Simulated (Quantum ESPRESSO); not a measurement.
Worked example: self-consistent single point of CuTe (Pmmn, 4 atoms in the cell) in Quantum ESPRESSO.

Method: PBEsol, PSlibrary ultrasoft (PBE) pseudopotentials (plane waves; Quantum ESPRESSO).

```xyz
4
Lattice="3.9763 0.0000 0.0000 0.0000 5.3901 0.0000 0.0000 0.0000 4.1121" Properties=species:S:1:pos:R:3 pbc="T T T"
Cu     1.9881     0.0000     2.9739
Cu     0.0000     2.6950     1.1382
Te     1.9881     2.6950     3.1709
Te     0.0000     0.0000     0.9413
```

Reference input (self-consistent single point, DFT, PBEsol, plane waves, PSlibrary ultrasoft (PBE) pseudopotentials): ecutwfc = 50 Ry; ecutrho = 300 Ry; occupations = smearing; smearing = gauss; degauss = 0.0147 Ry; input_dft = pbesol; potentials = {Cu: Cu.pbe-dn-rrkjus_psl.1.0.0.UPF, Te: Te.pbe-n-rrkjus_psl.1.0.0.UPF}; K_POINTS = automatic 7 5 7 0 0 0; conv_thr = 1e-10 Ry; mixing_beta = 0.3. This run's input differs from it in these lines:

```diff
@@ -17,3 +17,3 @@
     smearing = 'gauss'
-    degauss = 0.0147
+    degauss = 0.058799
     input_dft = 'pbesol'
```

The program printed (abridged):

```
     Self-consistent Calculation

     iteration #  1     ecut=    50.00 Ry     beta= 0.30

---- Real-time Memory Report at c_bands before calling an iterative solver
           214 MiB given to the printing process from OS
            95 MiB allocation reported by mallinfo(arena+hblkhd)
------------------

     Threshold (ethr) on eigenvalues was too large:
     Diagonalizing with lowered threshold

---- Real-time Memory Report at c_bands before calling an iterative solver
           276 MiB given to the printing process from OS
           108 MiB allocation reported by mallinfo(arena+hblkhd)
------------------

   [... lines left out ...]

---- Real-time Memory Report at c_bands before calling an iterative solver
           288 MiB given to the printing process from OS
           121 MiB allocation reported by mallinfo(arena+hblkhd)
------------------

     total energy              =    -301.36215109 Ry
     estimated scf accuracy    <          4.3E-10 Ry

     iteration # 14     ecut=    50.00 Ry     beta= 0.30

---- Real-time Memory Report at c_bands before calling an iterative solver
           288 MiB given to the printing process from OS
           121 MiB allocation reported by mallinfo(arena+hblkhd)
------------------
     End of self-consistent calculation

     the Fermi energy is     7.9440 ev

!    total energy              =    -301.36215109 Ry
     estimated scf accuracy    <          8.3E-12 Ry
     smearing contrib. (-TS)   =      -0.05242775 Ry
     internal energy E=F+TS    =    -301.30972335 Ry

     convergence has been achieved in  14 iterations

     Forces acting on atoms (cartesian axes, Ry/au):

     atom    1 type  1   force =     0.00000000    0.00000000    0.00075261
     atom    2 type  1   force =     0.00000000    0.00000000   -0.00075261
     atom    3 type  2   force =     0.00000000    0.00000000   -0.00300774
     atom    4 type  2   force =     0.00000000    0.00000000    0.00300774

     Total force =     0.004385     Total SCF correction =     0.000000

          total   stress  (Ry/bohr**3)                   (kbar)     P=      -66.43
  -0.00049945   0.00000000   0.00000000          -73.47        0.00        0.00
   0.00000000  -0.00028380   0.00000000            0.00      -41.75        0.00
   0.00000000   0.00000000  -0.00057152            0.00        0.00      -84.07

   JOB DONE.
```

The run converged in 14 iterations. Against the reference run the free energy falls by 83.2 meV/atom, the pressure goes from -7.52 to -6.64 GPa and the largest force goes from 0.060 to 0.077 eV/Å. The full log also holds: “c_bands:  1 eigenvalues not converged”.

The starting cell comes from a database of computed structures (which also holds hypothetical and non-ambient phases and stackings), without a prior relaxation at this level. Its lattice was rescaled by a random factor within 2.5 % of one. Spin-orbit coupling is off. Spin polarisation is off. With a pressure of about -7 GPa the cell is away from its equilibrium volume at this level. The run gives no clean gap (levels at the Fermi energy touch, overlap or are partly filled at this smearing), which alone does not show that the compound is a metal.

Cost on one core of a shared machine: roughly 70 s.
